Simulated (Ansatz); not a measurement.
ZnGeP2, response to strain

Take ZnGeP2 in the chalcopyrite structure (space group I-42d, No. 122; a = 5.500 Å, c = 10.845 Å) as the base. Axes: x, y, z lie along a, b, c of the conventional cell.

Strains are applied to the cell and any free atomic positions relax.

The values are results of plane-wave PAW DFT at the PBE level (Ansatz, a quantum-chemistry and plane-wave program, 420 eV), spin-orbit coupling left out, not measurements.

Candidates:
(a) uniaxial strain ε_zz = +2.25 %
(b) uniaxial strain ε_zz = +0.75 %
(c) uniaxial strain ε_zz = +1.50 %
(d) uniaxial strain ε_zz = +3.00 %

Notes on the quantities. energy relative to the base: free energy F.

**Question.** Order them by energy relative to the base, highest first.

**Answer.** (d) uniaxial strain ε_zz = +3.00 % (+6.7 meV/atom), (a) uniaxial strain ε_zz = +2.25 % (+3.8 meV/atom), (c) uniaxial strain ε_zz = +1.50 % (+1.7 meV/atom), (b) uniaxial strain ε_zz = +0.75 % (+0.4 meV/atom)

Whether these cells are dynamically stable was not tested.
